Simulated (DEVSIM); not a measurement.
Device: abrupt Ge n-p junction, at 300 K.

```tsv
layer (left to right)	material	thickness (μm)	Nd (cm⁻³)	Na (cm⁻³)	τn (s)	τp (s)
1	Ge	0.110	1.1e15	-	0.0006	0.0006
2	Ge	4.10	-	5.7e14	0.0006	0.0006
```

Left contact: ohmic. Right contact: ohmic. Voltage is applied to the left contact. Recombination: SRH at mid-gap, radiative. Mobility is μmin + (μ − μmin)/(1 + (N/Nref)^α).

This is a model device: material constants are rounded textbook-type values typed into the input, and sizes, dopings and lifetimes were drawn at random. Values at 300 K.

| parameter | Ge |
|---|---|
| gap (eV) | 0.664 |
| affinity (eV) | 4 |
| permittivity | 16 |
| Nc (cm⁻³) | 1.04e19 |
| Nv (cm⁻³) | 6e18 |
| μn (cm²/Vs) | 3900 |
| μp (cm²/Vs) | 1900 |
| μn,min | 150 |
| μp,min | 100 |
| Nref,n | 2.6e17 |
| Nref,p | 4e17 |
| αn | 0.56 |
| αp | 0.6 |
| B (cm³/s) | 6.4e-14 |

DEVSIM, 1D drift-diffusion, Boltzmann statistics, complete ionisation; no tunnelling, impact ionisation, image-force lowering or self-heating.

The thickness of layer 1 was swept, all else fixed.

```tsv
thickness of layer 1 (μm)	dark forward voltage at 100 A/cm² (V)	largest field in the device at zero bias (V/cm)
0.022	0.276	4900
0.038	0.276	4700
0.066	0.276	4400
0.11	0.275	4100
0.19	0.273	3800
0.33	0.268	3500
0.55	0.263	3500
```

From the first row to the last the dark forward voltage at 100 A/cm² goes from 0.276 to 0.263. From the first row to the last the largest field in the device at zero bias goes from 4900 to 3500.
